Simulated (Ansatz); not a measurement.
**BN: response to strain**

Consider BN in the zinc blende structure (space group F-43m, No. 216; a = 3.6097 Å). Axes: x, y, z lie along the cube axes.

Strains are applied to the cell and any free atomic positions relax.

Method: r2SCAN, PAW, 500 eV (Ansatz, a first-principles code; no SOC).

Notes on the quantities. energy relative to the base: free energy F.

| case | band gap | electron mass | energy relative to the base | volume per atom |
|---|---|---|---|---|
| base | 5.00 eV | 0.87 mₑ along k, 0.29 mₑ across (at X) | 0 meV/atom | 5.88 Å³ |
| uniaxial strain ε_zz = −3.00 % | 4.48 eV | 0.81 mₑ along k, 0.29 mₑ across (at X) | +14 meV/atom | 5.70 Å³ |
| uniaxial strain ε_zz = −2.50 % | 4.57 eV | 0.82 mₑ along k, 0.29 mₑ across (at X) | +9.6 meV/atom | 5.73 Å³ |
| uniaxial strain ε_zz = −2.00 % | 4.65 eV | 0.83 mₑ along k, 0.29 mₑ across (at X) | +6.1 meV/atom | 5.76 Å³ |
| uniaxial strain ε_zz = −1.50 % | 4.74 eV | 0.84 mₑ along k, 0.29 mₑ across (at X) | +3.4 meV/atom | 5.79 Å³ |
| uniaxial strain ε_zz = −1.00 % | 4.83 eV | 0.85 mₑ along k, 0.29 mₑ across (at X) | +1.5 meV/atom | 5.82 Å³ |
| uniaxial strain ε_zz = −0.50 % | 4.92 eV | 0.86 mₑ along k, 0.29 mₑ across (at X) | +0.4 meV/atom | 5.85 Å³ |

Effective masses come from finite differences of ±0.01 Å⁻¹. Along k means along the line from Γ to the band edge. Gaps are Kohn–Sham eigenvalue differences; semilocal functionals usually give less than the measured gap. Stability against distortions was not tested.
